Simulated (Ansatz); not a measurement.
AlB2-type LaCu₂

Method: PBEsol (Ansatz, a program for electronic structure, PAW).

Numerical settings: plane-wave cutoff 520 eV, 18×18×14 k mesh (along the axes of the cell as run), Fermi–Dirac smearing 0.05 eV, no spin polarisation, scalar-relativistic PAW data made under PBE.

Cell: relaxed at this level.

```yaml
band_gap: none
lattice_parameter_a: 4.268 Å
c axis length: 3.767 Å
bulk_modulus: 72.7 GPa
```

Note: the bulk modulus is −V dP/dV from two relaxed cells at ±2 % in volume.

Spin–orbit coupling is not included.

The computed numbers hold no vibrational or temperature effects.

Cost on a shared machine: very roughly 6 core-minutes.
